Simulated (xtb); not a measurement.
xtb 6.7.1, GFN2-xTB: MIBC triplet (CC(C)CC(C)O), charge 0, multiplicity 3, 21 atoms. The geometry is a generated start, not checked to be a minimum at this level.

```
Item                                                                                                           Result
------------------------  -------------------------------------------------------------------------------------------
method                                                                                                       GFN2-xTB
--acc                                                                                                     1 (default)
--etemp (K)                                                                                             300 (default)
detailed input (--input)  none: ANC optimiser, Lindh (1995) Hessian, microcycle=20, maxdispl=1.0, hlow=0.01 (default)
basis functions                                                                                                    42
valence electrons                                                                                                  44
```

```xyz
21

C     -2.3182     0.6085    -0.7250
C     -1.1408     0.3800     0.2214
C     -1.4823    -0.7150     1.2259
C      0.1148     0.0305    -0.5866
C      1.4172     0.0476     0.2223
C      2.6263     0.2307    -0.6975
O      1.5133    -1.1708     0.9348
H     -3.2126     0.8658    -0.1611
H     -2.5219    -0.2922    -1.2983
H     -2.1084     1.4200    -1.4194
H     -0.9506     1.3120     0.7671
H     -2.3595    -0.4383     1.8106
H     -1.6915    -1.6490     0.7062
H     -0.6507    -0.8868     1.9024
H      0.2139     0.7445    -1.4056
H      0.0024    -0.9677    -1.0117
H      1.3886     0.8875     0.9394
H      2.5745     1.1885    -1.2074
H      3.5518     0.1974    -0.1231
H      2.6502    -0.5650    -1.4389
H      2.3833    -1.2282     1.3445
```

Charge 0 and multiplicity 3 are set for this test and not shown to be the ground state. GFN-xTB has no spin term: --uhf 2 sets the occupations alone.

The structure is relaxed from this start with --opt LEVEL for the levels crude, sloppy, loose, lax, normal, tight, vtight, extreme, once each. Up to the end of the extreme run atoms move by at most 1.5 Å along an axis.

Choose the cheapest level whose final energy lies within 5 meV of that of extreme.

lax: 66 cycles against 104, ending 1.9 meV above.

```csv
level,cycles,energy above the extreme run (meV),gradient norm (eV/Å)
crude,28,87,0.46
sloppy,31,74,0.15
loose,54,9.3,0.15
lax,66,1.9,0.11
normal,70,1.0,0.034
tight,77,0.65,0.013
vtight,94,0.012,0.0018
extreme,104,—,0.0021
```
